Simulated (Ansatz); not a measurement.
**AgI (model structure, started from the HgO type, P6₄22, No. 181, 6 atoms in the cell)**

Calculation: HSE06 in Ansatz (PAW).

Numerical settings: plane-wave cutoff 460 eV, 6×6×2 k mesh (along the axes of the cell as run), Fermi–Dirac smearing 0.01 eV, no spin polarisation, scalar-relativistic PAW data made under PBE.

Cell (relaxed with PBEsol):

```
CELL_PARAMETERS angstrom
      4.44881     0.00000     0.00000
     -2.22441     3.85279     0.00000
      0.00000     0.00000    10.39415
ATOMIC_POSITIONS crystal
  Ag 0.49996 0.49996 0.50000
  Ag 0.50004 0.00000 0.83333
  Ag 0.00000 0.50004 0.16667
  I  0.49998 0.49998 0.00000
  I  0.50002 0.00000 0.33333
  I  0.00000 0.50002 0.66667
```

```json
{
  "band_gap": "1.80 eV (on the SCF k mesh)",
  "smallest_direct_gap_on_the_k_points_sampled": "2.39 eV"
}
```

Note: the relaxation could raise the start's symmetry but not lower it, so the cell can be a saddle point; cell and atoms aren't relaxed at this level (pressure 3.0 GPa).

Spin–orbit coupling is not included; with these elements it can move the gap by several tenths of an eV or more.

Static lattice: no zero-point or thermal effects.

A model structure was made by putting elements into a prototype or built by hand; it is no filed structure, need not be a known phase, and can be a saddle point held by its symmetry.

Ansatz is a first-principles code.
